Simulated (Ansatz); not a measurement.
**A computed series for Co: response to strain**

Start from Co in the hcp (Mg type) structure (space group P6_3/mmc, No. 194; a = 2.456 Å, c = 3.972 Å; ferromagnetic; relaxed with 0.1 eV smearing). Axes: x lies along a and z along c of the hexagonal cell.

Strains are applied to the cell and any free atomic positions relax.

Method: Ansatz (a program for electronic structure) PBEsol, no spin-orbit coupling, earlier PAW set.

Notes on the quantities. pressure: mean of the normal stresses, compression positive; energy relative to the base: free energy F.

```json
[
 {"case": "base", "pressure": "0.0 GPa", "volume per atom": "10.37 Å³", "space group": "P6_3/mmc (No. 194)", "energy relative to the base": "0 meV/atom"},
 {"case": "isotropic strain −1.23 %", "pressure": "9.8 GPa", "volume per atom": "10.00 Å³", "space group": "P6_3/mmc (No. 194)", "energy relative to the base": "+11 meV/atom"},
 {"case": "uniaxial strain ε_yy = −0.65 %", "pressure": "1.6 GPa", "volume per atom": "10.31 Å³", "space group": "Cmcm (No. 63)", "energy relative to the base": "[?]"},
 {"case": "uniaxial strain ε_yy = +5.80 %", "pressure": "-11.5 GPa", "volume per atom": "10.98 Å³", "space group": "Cmcm (No. 63)", "energy relative to the base": "+39 meV/atom"},
 {"case": "tensor shear ε_yz = −0.37 %", "pressure": "0.0 GPa", "volume per atom": "10.37 Å³", "space group": "C2/m (No. 12)", "energy relative to the base": "+0.2 meV/atom"},
 {"case": "tensor shear ε_yz = +3.81 %", "pressure": "[?]", "volume per atom": "10.36 Å³", "space group": "C2/m (No. 12)", "energy relative to the base": "[?]"}
]
```

Task: Complete the table.

Result: 
- uniaxial strain ε_yy = −0.65 %, energy relative to the base: +0.6 meV/atom
- tensor shear ε_yz = +3.81 %, pressure: 1.1 GPa
- tensor shear ε_yz = +3.81 %, energy relative to the base: +20 meV/atom

Other magnetic orders, which the real material may have, were not ruled out. No phonon test of stability was made. The base started in P-3m1 and relaxed to P6_3/mmc at this level.
